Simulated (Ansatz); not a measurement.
Structures of equal composition on the (000-1) surface of 4H silicon carbide (C plane on top): (√3x√3)R30° In adatom at H3; (√3x√3)R30° In adatom at T4. The slabs share one bottom face, and each structure is named by its start. These are constructed structures in small cells; real faces may alloy, dewet or reconstruct in larger ones, and not all known structures of the face are among them. Slabs of about 11 Å, Fermi-Dirac smearing of 0.025 eV. Bottom of the slabs: H caps. Relaxed from the named starts with such symmetry as they have, on meshes of like density; energies extrapolated to zero smearing; spin only where a row says so; no spin-orbit coupling, no U. Brackets mark spin-polarised runs, whose order is one that fits the cell. Where a second, spin-polarised start was run, the lower counts.

Computed with r2SCAN, at the PBE geometry (plane waves to 500 eV, PAW; Ansatz, a first-principles code).

**Question.** Order them by energy per 1x1 cell (lowest first) at the level r2SCAN, at the PBE geometry.

**Answer.** (√3x√3)R30° In adatom at H3 (0.000 eV, gap 0.72 eV on the mesh), (√3x√3)R30° In adatom at T4 (0.144 eV, gap 0.55 eV on the mesh)
